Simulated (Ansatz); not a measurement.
# rutile IrO2 (1 0 0) on silicon (1 1 0) (film strained to the substrate, started from cuts of the bulks and a machine-learned relaxation; slabs Si32 and Ir12O18, which can lie off the formulas)

A periodic stack without vacuum, rutile IrO2 (1 0 0) on silicon (1 1 0) (film strained to the substrate, started from cuts of the bulks and a machine-learned relaxation; slabs Si32 and Ir12O18, which can lie off the formulas): substrate slab Si32, film Ir12O18, surface cells [[0, 2], [-1, 0]] and [[-1, 2], [-1, -1]], film strained by -1.4 and -0.7 %, outermost planes Si/Si and Ir/Ir as cut, which need not be the usual terminations and can put a slab off its formula.

The start was prepared with a machine-learned potential, and the result is one local minimum, with the in-plane cell held and forces under 0.04 eV/Å; the film can end far from its bulk form.

Calculation: PBE (plane waves to 420 eV, PAW; Ansatz, a program for electronic structure). No spin–orbit coupling; the runs are not spin-polarised; PBE gaps are too small against experiment. Its k-point mesh 4×5×1, Fermi–Dirac width 0.05 eV.

- interface area = 42.3 Å²
- period = 23.76 Å
- heights between the nearest atoms of the two slabs at the two interfaces = 0.70 and 0.96 Å
- Ir–Si contacts across the interfaces within 1.22 times the sum of covalent radii = 18, mean 2.42 Å
- O–Si contacts across the interfaces within 1.22 times the sum of covalent radii = 1, mean 1.74 Å
- hole barrier (PBE) = 0.05 eV
- electron barrier (PBE) = 0.56 eV

```
CELL_PARAMETERS angstrom
      7.73550     0.00093    -0.06297
      0.00003     5.46987     0.07368
      0.77527    -1.02525    23.74479
ATOMIC_POSITIONS crystal
  Si 0.59377 0.57714 0.11057
  Si 0.11311 0.57898 0.11434
  Si 0.85359 0.34309 0.11653
  Si 0.35364 0.31605 0.12181
  Si 0.81884 0.11002 0.03203
  Si 0.32861 0.12358 0.03368
  Si 0.15605 0.74953 0.02420
  Si 0.57332 0.67879 0.01188
  Si 0.08868 0.59130 0.27810
  Si 0.59105 0.59248 0.27492
  Si 0.34016 0.34274 0.27945
  Si 0.83916 0.34265 0.27892
  Si 0.34490 0.07558 0.20033
  Si 0.84565 0.08380 0.19624
  Si 0.59646 0.83301 0.19333
  Si 0.09383 0.83064 0.19677
  Si 0.58248 0.60040 0.43532
  Si 0.07206 0.62112 0.44099
  Si 0.83043 0.35451 0.44612
  Si 0.32246 0.37631 0.43892
  Si 0.83404 0.10391 0.36131
  Si 0.33312 0.10189 0.36027
  Si 0.08179 0.85368 0.35895
  Si 0.58595 0.85215 0.35638
  Si 0.14396 0.63287 0.60331
  Si 0.44412 0.71067 0.58423
  Si 0.36550 0.27336 0.61200
  Si 0.80102 0.32801 0.62920
  Si 0.32685 0.13331 0.51755
  Si 0.82260 0.12035 0.53264
  Si 0.57525 0.89026 0.50865
  Si 0.07529 0.86880 0.52455
  Ir 0.60732 0.09689 0.76471
  Ir 0.93986 0.77795 0.76510
  Ir 0.26702 0.43307 0.77122
  Ir 0.56278 0.56044 0.66191
  Ir 0.08133 0.28476 0.65857
  Ir 0.29398 0.90232 0.66464
  O  0.71204 0.79692 0.72714
  O  0.03965 0.46861 0.73278
  O  0.37667 0.13746 0.73346
  O  0.37512 0.65092 0.71995
  O  0.70017 0.25782 0.69275
  O  0.05529 0.96804 0.70554
  Ir 0.59128 0.07951 0.96775
  Ir 0.88187 0.79193 0.97132
  Ir 0.33433 0.45242 0.97151
  Ir 0.59670 0.61131 0.85985
  Ir 0.93366 0.29264 0.86765
  Ir 0.26388 0.94924 0.86457
  O  0.49864 0.90353 0.82403
  O  0.83345 0.57330 0.82477
  O  0.16292 0.24022 0.83059
  O  0.50211 0.39365 0.80331
  O  0.83847 0.07831 0.80264
  O  0.15898 0.73752 0.80705
  O  0.70113 0.84081 0.91129
  O  0.01526 0.48123 0.93433
  O  0.38433 0.15120 0.91949
  O  0.36521 0.65464 0.89753
  O  0.69928 0.33417 0.90060
  O  0.03709 0.00052 0.90482
```
